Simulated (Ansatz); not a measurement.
# Pressure series in hypothetical Ia-3 C

Start from C (space group Ia-3, No. 206; a hypothetical phase, not in the database extracts checked).

Space group Ia-3 (No. 206); a = b = c = 4.4487 Å, α = β = γ = 90.00°

```
atom  site  symmetry       x       y       z
----  ----  --------  ------  ------  ------
C      16c       .3.  0.0943  0.0943  0.0943
```
(The calculation used a cell of 8 atoms; values per cell refer to that cell.)

Cell and atoms are relaxed at each pressure.

Levels (all Ansatz, a quantum-chemistry and plane-wave program, PAW): PBEsol (420 eV, scalar-relativistic without spin-orbit coupling); HSE06 (420 eV, without spin-orbit coupling).

Band gaps by level, all at the geometries relaxed with PBEsol:

| case | PBEsol | HSE06 |
|---|---|---|
| base | 2.30 eV | 3.48 eV |
| pressure −1 GPa | 2.31 eV | 3.49 eV |
| pressure 0.3 GPa | 2.30 eV | 3.48 eV |
| pressure 0.7 GPa | 2.29 eV | 3.48 eV |
| pressure 1.5 GPa | 2.29 eV | 3.47 eV |
| pressure 3 GPa | 2.27 eV | 3.46 eV |
| pressure 5 GPa | 2.26 eV | 3.44 eV |
| pressure 7.5 GPa | 2.24 eV | 3.42 eV |

Single points use the geometry relaxed with PBEsol. HSE06 gaps are upper bounds (no full band path). Load acts through the strain it causes; cell and atoms are relaxed under it. Whether these cells are dynamically stable was not tested. No other phases were tried under pressure.
